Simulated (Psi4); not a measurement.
Psi4 1.11, B3LYP/def2-svp, scf_type pk: Ga(F)(Cl)(NMe2) (C[N](C)[Ga]([F])[Cl]), 12 atoms. The geometry is a generated start, not checked to be a minimum at this level.

| Property | Result |
|---|---|
| task | energy |
| method | b3lyp |
| basis | def2-svp |
| memory | 7 GB |
| e_convergence | 1e-08 |
| d_convergence | 1e-07 |
| guess | auto, which took SAD (default) |
| diis_max_vecs | 10 (default) |
| scf_initial_accelerator | adiis (default) |
| dft_radial_points | 75 (default) |
| dft_spherical_points | 302 (default) |
| basis functions | 136 |
| grid points | 256165 |

```xyz
12

Ga     1.1958    -1.0451     0.8960
F      2.5380    -1.5506    -0.1436
Cl     1.1859    -1.7741     2.8528
N     -0.1825    -0.2110    -0.0890
C      0.1589     0.3580    -1.3822
C     -1.1960     0.5465     0.6239
H     -0.6971     0.2433    -2.0535
H      0.4128     1.4236    -1.3218
H      1.0038    -0.1900    -1.8027
H     -0.9455     1.6104     0.7133
H     -2.1439     0.4619     0.0835
H     -1.3302     0.1271     1.6232
```
Charge 0, spin multiplicity 1.

The reference run uses exact four-centre integrals (scf_type = pk). Each setting ran once; only counts and results are compared.

Measured:

| setting | energy against the reference |
|---|---|
| scf_type = cd, cholesky_tolerance = 1e-06 | −0.027 meV/atom |
| scf_type = cd, cholesky_tolerance = 0.0001 (default) | −1.5 meV/atom |
| scf_type = cd, cholesky_tolerance = 0.001 | −1.1 meV/atom |
| scf_type = cd, cholesky_tolerance = 0.01 | −280 meV/atom |

### Question
How far does the result lie from the reference with scf_type = cd, cholesky_tolerance = 1e-05?

### Answer
energy against the reference: −0.20 meV/atom. Total energies are compared; such shifts often cancel in part in energy differences.
